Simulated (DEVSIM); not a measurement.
Structure: Si p-i-n diode, at 300 K.

```tsv
layer (left to right)	material	thickness (μm)	Nd (cm⁻³)	Na (cm⁻³)	τn (s)	τp (s)
1	Si	0.900	-	1.2e17	2.8e-5	0.00094
2	Si	0.280	7.2e12	-	0.00094	0.00094
3	Si	0.390	1.4e18	-	0.00094	0.00094
```

Left contact: ohmic. Right contact: ohmic. Voltage is applied to the left contact. Recombination: SRH at mid-gap, radiative. Mobility is μmin + (μ − μmin)/(1 + (N/Nref)^α).

Constants are typed, rounded textbook-type inputs, not results; the design itself was drawn at random and stands for no fabricated device. Values at 300 K.

```tsv
parameter	Si
gap (eV)	1.124
affinity (eV)	4.05
permittivity	11.7
Nc (cm⁻³)	2.86e19
Nv (cm⁻³)	3.1e19
μn (cm²/Vs)	1417
μp (cm²/Vs)	470
μn,min	52
μp,min	45
Nref,n	9.7e16
Nref,p	2.2e17
αn	0.68
αp	0.72
B (cm³/s)	4.7e-15
```

Model (solved in DEVSIM): 1D drift-diffusion, Boltzmann statistics, complete ionisation; no tunnelling, impact ionisation, image-force lowering or self-heating.

**Question.** Tabulate band edges, carrier densities and field at zero bias.

**Answer.** Energies count from the Fermi level of the right contact; mesh points crowd at the junctions.

```json
[
 {"x (μm)": "0.000", "Ec (eV)": "0.980", "Ev (eV)": "-0.144", "n (cm⁻³)": "970", "p (cm⁻³)": "1.2e17", "field (V/cm)": "≈ 0"},
 {"x (μm)": "0.02171", "Ec (eV)": "0.980", "Ev (eV)": "-0.144", "n (cm⁻³)": "970", "p (cm⁻³)": "1.2e17", "field (V/cm)": "≈ 0"},
 {"x (μm)": "0.06541", "Ec (eV)": "0.980", "Ev (eV)": "-0.144", "n (cm⁻³)": "970", "p (cm⁻³)": "1.2e17", "field (V/cm)": "≈ 0"},
 {"x (μm)": "0.1430", "Ec (eV)": "0.980", "Ev (eV)": "-0.144", "n (cm⁻³)": "970", "p (cm⁻³)": "1.2e17", "field (V/cm)": "≈ 0"},
 {"x (μm)": "0.3683", "Ec (eV)": "0.980", "Ev (eV)": "-0.144", "n (cm⁻³)": "970", "p (cm⁻³)": "1.2e17", "field (V/cm)": "≈ 0"},
 {"x (μm)": "0.6145", "Ec (eV)": "0.980", "Ev (eV)": "-0.144", "n (cm⁻³)": "970", "p (cm⁻³)": "1.2e17", "field (V/cm)": "≈ 0"},
 {"x (μm)": "0.7641", "Ec (eV)": "0.980", "Ev (eV)": "-0.144", "n (cm⁻³)": "970", "p (cm⁻³)": "1.2e17", "field (V/cm)": "≈ 0"},
 {"x (μm)": "0.8537", "Ec (eV)": "0.979", "Ev (eV)": "-0.145", "n (cm⁻³)": "1000", "p (cm⁻³)": "1.1e17", "field (V/cm)": "-1100"},
 {"x (μm)": "0.8882", "Ec (eV)": "0.959", "Ev (eV)": "-0.165", "n (cm⁻³)": "2200", "p (cm⁻³)": "5.2e16", "field (V/cm)": "-16000"},
 {"x (μm)": "0.9065", "Ec (eV)": "0.912", "Ev (eV)": "-0.212", "n (cm⁻³)": "14000", "p (cm⁻³)": "8.4e15", "field (V/cm)": "-30000"},
 {"x (μm)": "0.9320", "Ec (eV)": "0.838", "Ev (eV)": "-0.286", "n (cm⁻³)": "240000", "p (cm⁻³)": "4.9e14", "field (V/cm)": "-29000"},
 {"x (μm)": "0.9992", "Ec (eV)": "0.647", "Ev (eV)": "-0.477", "n (cm⁻³)": "3.9e8", "p (cm⁻³)": "3.0e11", "field (V/cm)": "-28000"},
 {"x (μm)": "1.080", "Ec (eV)": "0.417", "Ev (eV)": "-0.707", "n (cm⁻³)": "2.8e12", "p (cm⁻³)": "4.2e7", "field (V/cm)": "-28000"},
 {"x (μm)": "1.134", "Ec (eV)": "0.264", "Ev (eV)": "-0.860", "n (cm⁻³)": "1.0e15", "p (cm⁻³)": "110000", "field (V/cm)": "-29000"},
 {"x (μm)": "1.173", "Ec (eV)": "0.141", "Ev (eV)": "-0.983", "n (cm⁻³)": "1.2e17", "p (cm⁻³)": "940", "field (V/cm)": "-42000"},
 {"x (μm)": "1.190", "Ec (eV)": "0.080", "Ev (eV)": "-1.044", "n (cm⁻³)": "1.3e18", "p (cm⁻³)": "< 1e2", "field (V/cm)": "-4600"},
 {"x (μm)": "1.220", "Ec (eV)": "0.078", "Ev (eV)": "-1.046", "n (cm⁻³)": "1.4e18", "p (cm⁻³)": "< 1e2", "field (V/cm)": "≈ 0"},
 {"x (μm)": "1.276", "Ec (eV)": "0.078", "Ev (eV)": "-1.046", "n (cm⁻³)": "1.4e18", "p (cm⁻³)": "< 1e2", "field (V/cm)": "≈ 0"},
 {"x (μm)": "1.411", "Ec (eV)": "0.078", "Ev (eV)": "-1.046", "n (cm⁻³)": "1.4e18", "p (cm⁻³)": "< 1e2", "field (V/cm)": "≈ 0"},
 {"x (μm)": "1.492", "Ec (eV)": "0.078", "Ev (eV)": "-1.046", "n (cm⁻³)": "1.4e18", "p (cm⁻³)": "< 1e2", "field (V/cm)": "≈ 0"},
 {"x (μm)": "1.538", "Ec (eV)": "0.078", "Ev (eV)": "-1.046", "n (cm⁻³)": "1.4e18", "p (cm⁻³)": "< 1e2", "field (V/cm)": "≈ 0"},
 {"x (μm)": "1.570", "Ec (eV)": "0.078", "Ev (eV)": "-1.046", "n (cm⁻³)": "1.4e18", "p (cm⁻³)": "< 1e2", "field (V/cm)": "≈ 0"}
]
```
